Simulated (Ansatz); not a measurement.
The starting structures come from a database of crystals and need not be the phases stable at ambient conditions.

 Where the default PAW files enter, the runs use the earlier of Ansatz's two default sets.

Data:

```xyz
12
Lattice="4.1235 0.0000 0.0000 -2.0618 3.5711 0.0000 0.0000 0.0000 7.0117" Properties=species:S:1:pos:R:3 pbc="T T T"
Li     0.0000     2.3807     0.7162
Li     2.0618     1.1904     4.2221
B      0.0000     2.3807     3.7706
B      2.0618     1.1904     0.2648
H      0.0000     2.3807     2.5590
H      2.0618     1.1904     6.0648
H      0.9934     2.9542     4.1839
H      2.0618     2.3374     0.6780
H     -0.9934     2.9542     4.1839
H      1.0684     0.6168     0.6780
H      0.0000     1.2337     4.1839
H      3.0551     0.6168     0.6780
```

Space group of this cell: P6_3mc. The cell was relaxed by PBE-D3(BJ).

Transport runs along the normal of the first two printed cell vectors, the (001) plane of the conventional cell.

No gap correction and no spin-orbit coupling; mid-gap values are interpolated between computed energies.

**Question.** Give the band gap and the smallest decay constant κ at mid-gap that Ansatz (a first-principles code) with r2SCAN yields.

**Answer.** Gap 7.28 eV on a 12×12×4 mesh; κ = 0.518 1/Å, at the zone centre.
